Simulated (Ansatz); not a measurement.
PdAl2 (Fm-3m), PBEsol, DFPT electron-phonon coupling, linearised Boltzmann equation run with Ansatz (a first-principles code): phonon-limited resistivity 6.19 μΩ·cm at 300 K, 8.50 μΩ·cm at 400 K, current-weighted mean free path 13.5 nm, Drude plasma energy 8.31 eV.

Task: What Drude relaxation time do resistivity and plasma energy imply?

Result: ω_p = 1.26e16 s⁻¹, so τ = 1/(ε₀ ω_p² ρ) = 11.4 fs, a damping ħ/τ of 57.5 meV.

Task: Estimate the resistivity of a 40 nm square wire with diffuse walls from ρ ≈ ρ₀(1 + 3ℓ/4d).

Result: 1 + 0.75 × 13.5/40 = 1.25, so ρ ≈ 7.76 μΩ·cm and a line 1 μm long has 48.5 Ω. The formula is the free-electron limit for d well above ℓ; grain boundaries add to it.

Task: Estimate the electronic thermal conductivity at 300 K by the Wiedemann-Franz law (L₀ = 2.44×10⁻⁸ W·Ω/K²).

Result: L₀T/ρ = 2.44×10⁻⁸ × 300/(6.19×10⁻⁸) = 118 W/(m·K). Inelastic scattering puts the true Lorenz number somewhat under L₀ near and below the Debye temperature.

A metal at this level (no band gap). Only scattering by harmonic phonons is included (no impurities, grain boundaries, electron-electron scattering or thermal expansion). Spin-orbit coupling is left out. The run warned that the eigensolver left some states short of its tolerance. Halving the electron mesh (24x24x24) moves the resistivity by up to 4 % at 300 K, the mean free path by up to 1 %. Smearing 0.20 eV; phonons on a 4x4x4 q mesh, which this run doesn't test.

Computed structure with no diffraction record at hand here (it may be known, metastable or hypothetical): PdAl2 (Fm-3m).
